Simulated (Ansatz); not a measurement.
# Effect of non-magnetic on CrPbO3

Base system: CrPbO3 in the cubic perovskite structure (space group Pm-3m, No. 221; a = 3.827 Å; ferromagnetic; a cell from a computed database, its experimental status unchecked).

Perturbation: spin polarisation is switched off and the cell is relaxed again.

All numbers come from DFT with PBEsol, PAW potentials and a 420 eV plane-wave cutoff in Ansatz (a first-principles code), spin-orbit coupling left out. Settings: 12×12×12 k-points, 0.05 eV Fermi–Dirac smearing.

- Lattice parameter a: 3.801 Å (base 3.827 Å)
- Space group (of the atoms, moments ignored): Pm-3m (No. 221) (base Pm-3m (No. 221))
- Shortest interatomic distance: 1.901 Å (base 1.913 Å)
- Energy relative to the base (σ→0): +0.04 eV/atom (to 0.01 eV only: unlike meshes or grids)
- Band gap: zero (base zero)

Other magnetic orders, which the real material may have, were not ruled out. Whether these cells are dynamically stable was not tested. No Hubbard U is applied, and correlation can decide whether such a compound is a metal. Spin-polarised in the final run: base; the other runs are not. Many cubic perovskites are stable only at high temperature; tilts and polar distortions were not tested.
